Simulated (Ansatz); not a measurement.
Given:

```
SiC
1.0
    3.11574     0.00000     0.00000
   -1.55787     2.69831     0.00000
    0.00000     0.00000    15.28961
Si C
6 6
Cartesian
  0.00000   0.00000  15.28709
  0.00000   0.00000   7.64229
  1.55787   0.89944  12.73741
  0.00000   1.79887   5.09260
  1.55787   0.89944   2.54727
  0.00000   1.79887  10.19208
  0.00000   0.00000  13.37019
  0.00000   0.00000   5.72538
  1.55787   0.89944  10.82644
  0.00000   1.79887   3.18163
  1.55787   0.89944   0.63656
  0.00000   1.79887   8.28137
```

No spin polarisation.

Calculations: r2SCAN, PAW, 500 eV (Ansatz, an electronic-structure program; scalar-relativistic without spin-orbit coupling). k-mesh 10×10×2 (Γ-centred); smearing 0.05 eV (Fermi–Dirac).

Q: What space group does the calculation give?

A: P6_3mc (No. 186).

Q: Estimate the pressure (mean of the normal stresses, compression positive).

A: -7.65 GPa.

The cells carry an imposed strain or load. Whether these cells are dynamically stable was not tested. The cell was made from SiC (space group P6_3mc, No. 186) by this change: isotropic strain +1.21 %.
